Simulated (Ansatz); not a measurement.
Consider ZnS in the wurtzite structure (space group P6_3mc, No. 186).

```
CELL_PARAMETERS angstrom
      3.80703     0.00000     0.00000
     -1.90352     3.29699     0.00000
      0.00000     0.00000     6.24624
ATOMIC_POSITIONS crystal
  Zn 0.66667 0.33333 0.99975
  Zn 0.33333 0.66667 0.49975
  S  0.66667 0.33333 0.62545
  S  0.33333 0.66667 0.12545
```

Cartesian axes are those of the cell as printed.

Method: r2SCAN/PAW in Ansatz (a program for electronic structure), spin-orbit coupling left out, earlier PAW set.

Base values:

| Property | Result |
|---|---|
| Band gap | 2.77 eV |
| Electron mass | 0.18 mₑ along c, 0.21 mₑ across (at Γ) |

Now apply this change: a pure shear with ε_yz = ε_zy = -0.0098; the atoms relax in the strained cell.

What happens to the band gap and electron mass?

The band gap shrinks by 0.02 eV (2.77 eV → 2.75 eV); the electron mass changes from 0.18 mₑ along c, 0.21 mₑ across (at Γ) to 0.18 mₑ along z, 0.21 mₑ across (at Γ).

Masses are band curvatures over ±0.01 Å⁻¹ around the edge. Whether these cells are dynamically stable was not tested.
